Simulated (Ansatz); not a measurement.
## Response to strain in TlCl

The parent structure is TlCl in the rock salt structure (space group Fm-3m, No. 225; a = 6.333 Å; a model cell, its experimental status unchecked). Axes: x, y, z lie along the cube axes.

Strains are applied to the cell and any free atomic positions relax; under biaxial strain the out-of-plane vector relaxes too.

Method: plane-wave PAW DFT at the PBEsol level (Ansatz, a first-principles code, 420 eV), no spin-orbit coupling.

| biaxial strain, plane normal [001], relaxed out of plane (%) | out-of-plane strain (%) |
|---|---|
| -3.7 | 1.53 |
| -3.45 | 1.42 |
| -1.33 | ? |
| -0.67 | 0.26 |
| 0 | 0.00 |

Fit ε⊥ = −νε + γε² (strains in %) to the rows shown and predict the withheld row.

Least squares on the printed values gives ν = 0.38 (the biaxial Poisson response) and γ = 0.008 (largest residual 0.00 %); this predicts 0.52 %, and the run gives 0.52 %, in agreement.

Stability against distortions was not tested. This is not the structure that TlCl has at room temperature and ambient pressure.
